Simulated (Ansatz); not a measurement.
A computed series for SiO2: response to strain

Take SiO$_{2}$ in the rutile structure (space group P4_2/mnm, No. 136) as the base.

```yaml
crystal:
  lattice:
    - [4.18475, 0.00000, 0.00000]
    - [0.00000, 4.18475, 0.00000]
    - [0.00000, 0.00000, 2.66845]
  atoms:
    - { symbol: Si, position: [0.50000, 0.50000, 0.50000] }
    - { symbol: Si, position: [0.00000, 0.00000, 0.00000] }
    - { symbol: O, position: [0.80610, 0.80610, 0.50000] }
    - { symbol: O, position: [0.30610, 0.69390, 0.00000] }
    - { symbol: O, position: [0.69390, 0.30610, 0.00000] }
    - { symbol: O, position: [0.19390, 0.19390, 0.50000] }
```

Cartesian axes are those of the cell as printed.

Strains are applied to the cell and any free atomic positions relax; under biaxial strain the out-of-plane vector relaxes too.

Levels (all Ansatz, a first-principles code, PAW, earlier PAW set): r2SCAN (500 eV, no spin-orbit coupling); HSE06 (420 eV, without spin-orbit coupling).

Band gaps by level, all at the geometries relaxed with r2SCAN:

```json
[
 {"case": "base", "r2SCAN": "6.53 eV", "HSE06": "7.67 eV"},
 {"case": "biaxial strain +4.55 %, plane normal [001], relaxed out of plane", "r2SCAN": "5.88 eV", "HSE06": "7.00 eV"},
 {"case": "uniaxial strain ε_zz = −4.60 %", "r2SCAN": "7.55 eV", "HSE06": "8.71 eV"},
 {"case": "strain tensor (xx, yy, zz, yz, xz, xy) = (−0.99, −0.07, +1.97, +0.82, −0.22, −0.61) %", "r2SCAN": "6.23 eV", "HSE06": "7.37 eV"}
]
```

Single points use the geometry relaxed with r2SCAN. Whether these cells are dynamically stable was not tested.
